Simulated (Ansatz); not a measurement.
The parent structure is Ru in the hcp (Mg type) structure (space group P6_3/mmc, No. 194).

```cif
data_Ru2
_chemical_formula_sum 'Ru2'
_space_group_name_H-M_alt 'P63/mmc'
_space_group_IT_number 194
_space_group_name_Hall '-P 6c 2c'
_cell_length_a 2.69186
_cell_length_b 2.69186
_cell_length_c 4.24562
_cell_angle_alpha 90.000
_cell_angle_beta 90.000
_cell_angle_gamma 120.000
loop_
_atom_site_label
_atom_site_type_symbol
_atom_site_symmetry_multiplicity
_atom_site_Wyckoff_symbol
_atom_site_fract_x
_atom_site_fract_y
_atom_site_fract_z
_atom_site_occupancy
Ru1 Ru 2 d 0.66667 0.33333 0.25000 1
```

Level of theory: PBEsol (Ansatz, an electronic-structure program, PAW, no spin-orbit coupling).

Base values:

```
Item                Value
---------------  --------
Volume per atom  13.32 Å³
```

One thing is altered: a hydrostatic pressure of 75 GPa.

**Question.** Estimate the effect on the volume per atom.

**Answer.** The volume per atom decreases by 1.87 Å³ (13.32 Å³ → 11.45 Å³).

Load acts through the strain it causes; cell and atoms are relaxed under it. No phonon test of stability was made. No other phases were tried under pressure. All final runs are without spin polarisation.
